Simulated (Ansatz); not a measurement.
Take WC (space group P-6m2, No. 187; a = 2.898 Å, c = 2.828 Å) as the base. Axes: x lies along a and z along c of the hexagonal cell.

Computed with PBEsol, PAW, 420 eV (Ansatz, a first-principles code; spin-orbit coupling left out).

The change: an isotropic linear strain of −2.92 %, atoms relaxed at fixed cell.

Problem. Predict the stress tensor and what it implies for the stiffness.

Solution. Stress of the strained cell less that of the base (GPa, compression positive):
```
   41.7     0.0     0.0
    0.0    41.7     0.0
    0.0     0.0    48.3
```

Then B = −ΔP/(ΔV/V₀) with ΔV/V₀ = -0.0851 gives secant stiffness values (nonlinear terms included at this strain): B (at held cell shape, above the free-shape value) ≈ 516 GPa.

As a check, the harmonic strain energy −½ V₀ Δσ:ε is 120 meV/atom; the computed energy rise is 111 meV/atom.

No phonon test of stability was made. The final runs are not spin-polarised.
